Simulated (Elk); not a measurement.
Elk run on NaSrMg6 (Amm2, 8 atoms in the cell): self-consistent single point

Level of theory: Elk with PBEsol, all-electron FP-LAPW, Elk's shipped species files, default APW+lo basis.

Input as run:

```
tasks
  0

xctype
  22

rgkmax
  7.0

stype
  0

swidth
  0.00183747

scale
  10.21759798

avec
    1.0000000000    0.0000000000    0.0000000000
    0.0000000000    0.6333013989    1.1067178727
    0.0000000000   -0.6333013989    1.1067178727

atoms
  3   : nspecies
  'Na.in'   : spfname
  1   : natoms; atposl, bfcmt below
  0.0000000000  0.8396100000  0.8396100000    0.0 0.0 0.0
  'Sr.in'   : spfname
  1   : natoms; atposl, bfcmt below
  0.5000000000  0.6661500000  0.6661500000    0.0 0.0 0.0
  'Mg.in'   : spfname
  6   : natoms; atposl, bfcmt below
  0.0000000000  0.3192400000  0.8398400000    0.0 0.0 0.0
  0.0000000000  0.8398400000  0.3192400000    0.0 0.0 0.0
  0.0000000000  0.3324500000  0.3324500000    0.0 0.0 0.0
  0.5000000000  0.1694900000  0.6698900000    0.0 0.0 0.0
  0.5000000000  0.6698900000  0.1694900000    0.0 0.0 0.0
  0.5000000000  0.1633500000  0.1633500000    0.0 0.0 0.0

ngridk
  4 3 3
```

Log, with long lists cut:

```
│ Elk code version 10.2.4 │

All units are atomic (Hartree, Bohr, etc.)

│ Ground-state run starting from atomic densities │

Lattice vectors :
   10.21759798       0.000000000       0.000000000
   0.000000000       6.470819094       11.30799830
   0.000000000      -6.470819094       11.30799830

Unit cell volume      :    1495.284390
Brillouin zone volume :   0.1658883187

Muffin-tin inner radius fraction :   0.1000000000E-01

Nuclei treated as point charges

Species :    1 (Na)
 parameters loaded from : Na.in
 name : sodium
 nuclear charge    :   -11.00000000
 electronic charge :    11.00000000
 atomic mass :    41907.78700
 muffin-tin radius :    2.200000000
 number of radial points in muffin-tin :    397
 atomic positions (lattice), magnetic fields (Cartesian) :
   1 :   0.00000000  0.00000000  0.00000000    0.00000000  0.00000000  0.00000000

Species :    2 (Sr)
 parameters loaded from : Sr.in
 name : strontium
 nuclear charge    :   -38.00000000
 electronic charge :    38.00000000
 atomic mass :    159721.4890
 muffin-tin radius :    2.600000000
 number of radial points in muffin-tin :    597
 atomic positions (lattice), magnetic fields (Cartesian) :
   1 :   0.50000000  0.82654000  0.82654000    0.00000000  0.00000000  0.00000000

Species :    3 (Mg)
 parameters loaded from : Mg.in
 name : magnesium
 nuclear charge    :   -12.00000000
 electronic charge :    12.00000000
 atomic mass :    44305.30462
 muffin-tin radius :    2.200000000
 number of radial points in muffin-tin :    397
 atomic positions (lattice), magnetic fields (Cartesian) :
   1 :   0.00000000  0.47963000  0.00023000    0.00000000  0.00000000  0.00000000
   2 :   0.00000000  0.00023000  0.47963000    0.00000000  0.00000000  0.00000000
   3 :   0.00000000  0.49284000  0.49284000    0.00000000  0.00000000  0.00000000
   4 :   0.50000000  0.32988000  0.83028000    0.00000000  0.00000000  0.00000000
   [... lines left out ...]
Maximum (1/2)|G+k|²                   :    4.839506173
Maximum |G| for potential and density :    12.00000000
 potential will be trimmed for |G| > 2 gkmax
Constant for pseudocharge density :    8
Radial integration step length :    4

G-vector grid sizes :     40    50    50
Number of G-vectors :    43697

Maximum angular momentum used for
 APW functions                      :    8
 outer part of muffin-tin           :    6
 inner part of muffin-tin           :    1

Total nuclear charge    :   -121.0000000
Total core charge       :    42.00000000
Total valence charge    :    79.00000000
Total excess charge     :    0.000000000
Total electronic charge :    121.0000000

Effective Wigner radius, rₛ :    1.434222748

Number of empty states         :   32
Total number of valence states :   72
Total number of core states    :   42

Total number of local-orbitals :   64

Exchange-correlation functional :     22     0     0
 PBEsol, Phys. Rev. Lett. 100, 136406 (2008)
 gradient requirement :    1
 generalised gradient approximation (GGA)

Smearing type :    0
 Gaussian
Smearing width :   0.1837470000E-02
Effective electronic temperature (K) :    580.2271348

Mixing type :    3
 Broyden mixing, J. Phys. A: Math. Gen. 17, L317 (1984)

Kohn-Sham potential initialised from atomic data
│ Self-consistent loop started │
│ Loop number : 1 │
 total energy                :     -4544.40923961
│ Loop number : 2 │
 total energy                :     -4544.26424553
RMS change in Kohn-Sham potential (target) :   0.7789860696     (  0.1000000000E-05)
Absolute change in total energy (target)   :   0.1449940831     (  0.1000000000E-03)
│ Loop number : 3 │
 total energy                :     -4544.93533969
RMS change in Kohn-Sham potential (target) :   0.5818836838     (  0.1000000000E-05)
Absolute change in total energy (target)   :   0.6348456444     (  0.1000000000E-03)
│ Loop number : 4 │
 total energy                :     -4541.05171580
RMS change in Kohn-Sham potential (target) :   0.1983735929     (  0.1000000000E-05)
Absolute change in total energy (target)   :    3.724912488     (  0.1000000000E-03)
│ Loop number : 5 │
 total energy                :     -4540.17903723
RMS change in Kohn-Sham potential (target) :   0.5476841689E-01 (  0.1000000000E-05)
Absolute change in total energy (target)   :    1.803906683     (  0.1000000000E-03)
   [... lines left out ...]
Absolute change in total energy (target)   :   0.1103266777E-01 (  0.1000000000E-03)
│ Loop number : 11 │
 total energy                :     -4539.54127578
RMS change in Kohn-Sham potential (target) :   0.6480567645E-05 (  0.1000000000E-05)
Absolute change in total energy (target)   :   0.2016530529E-02 (  0.1000000000E-03)
│ Loop number : 12 │
 total energy                :     -4539.54139150
RMS change in Kohn-Sham potential (target) :   0.1811800232E-05 (  0.1000000000E-05)
Absolute change in total energy (target)   :   0.3884092412E-03 (  0.1000000000E-03)
│ Loop number : 13 │
 total energy                :     -4539.54121155
RMS change in Kohn-Sham potential (target) :   0.8325554363E-06 (  0.1000000000E-05)
Absolute change in total energy (target)   :   0.2770565015E-03 (  0.1000000000E-03)
│ Loop number : 14 │
 total energy                :     -4539.54121987
RMS change in Kohn-Sham potential (target) :   0.4612747117E-06 (  0.1000000000E-05)
Absolute change in total energy (target)   :   0.6093994398E-04 (  0.1000000000E-03)
Convergence targets achieved

│ Loop number : 15 │

Energies :
 Fermi                       :     0.106601228264
 sum of eigenvalues          :     -2595.41887543
 electron kinetic            :      4635.03362362
 core electron kinetic       :      4146.20903533
 Coulomb                     :     -8961.27799880
 Coulomb potential           :     -6951.55211198
 nuclear-nuclear             :     -466.653477014
 electron-nuclear            :     -10037.6969316
 Hartree                     :      1543.07240981
 Madelung                    :     -5485.50194281
 xc potential                :     -278.900387079
 exchange                    :     -207.638963342
 correlation                 :     -5.65786417854
 total energy                :     -4539.54120270

Density of states at Fermi energy :    149.8004200
 (states/Hartree/unit cell)

Estimated indirect band gap :   0.2538284915E-02
 from k-point      3 to k-point      8
Estimated direct band gap   :   0.2664401029E-02
 at k-point      3

Charges :
 core                        :    42.00000000
 valence                     :    79.00000000
 interstitial                :    12.19481407
 muffin-tins (core leakage)
  species :    1 (Na)
   atom    1                 :    10.08862841     (  0.1332267630E-14)
  species :    2 (Sr)
   atom    1                 :    36.04968471     (  0.2923579382E-04)
  species :    3 (Mg)
   atom    1                 :    10.45511966     (  0.6661338148E-15)
   atom    2                 :    10.45511966     (  0.6661338148E-15)
   atom    3                 :    10.40759197     (   0.000000000    )
   atom    4                 :    10.45209146     (  0.6661338148E-15)
   atom    5                 :    10.45209146     (  0.6661338148E-15)
   atom    6                 :    10.44485862     (   0.000000000    )
 total in muffin-tins        :    108.8051859
 total calculated charge     :    120.9686894
 total charge                :    121.0000000
 error                       :   0.3131055430E-01

│ Self-consistent loop stopped │
```

The run converged in 15 iterations. The count includes the last loop, which Elk runs after its targets are met.

The starting cell comes from a database of computed structures (which also holds hypothetical and non-ambient phases and stackings), without a prior relaxation at this level. Values depend on the basis (sphere radii, cutoffs, local orbitals), which need not be converged. The log's line on a gap gives a spacing of levels on this mesh, which the program prints for metals too.

Cost on one core of a shared machine: roughly 2 min.
